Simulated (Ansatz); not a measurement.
Functionals compared on the (10-13) surface of hcp Zr in its 1x1 cell, outermost plane spacing 0.24 Å in the ideal cut, in Ansatz (plane waves, PAW). The structure was relaxed with PBE; the other rows are single points on it, each with its references at the same level. Cutoff 420 eV (500 eV for r2SCAN).

Slab: 16 atoms, 10.5 Å thick at the start; k 12x4x1, smearing 0.1 eV, dipole-corrected; all atoms relaxed; held to the part of the start's symmetry that mesh and held atoms allow; no spin, no spin-orbit, no U. These notes are the PBE run's.

```
functional  surface energy (J/m²)  work function of the top face (eV)  rough cost of the single point
----------  ---------------------  ----------------------------------  ------------------------------
PBE                          1.73                                3.42                               –
LDA                          1.94                                3.66   around 3 core-minutes (rough)
PBEsol                       1.89                                3.49   very roughly 2.8 core-minutes
RPBE                         1.61                                3.28   around 3 core-minutes (rough)
r2SCAN                       1.87                                3.39          roughly 6 core-minutes
```

Ansatz is a first-principles code.
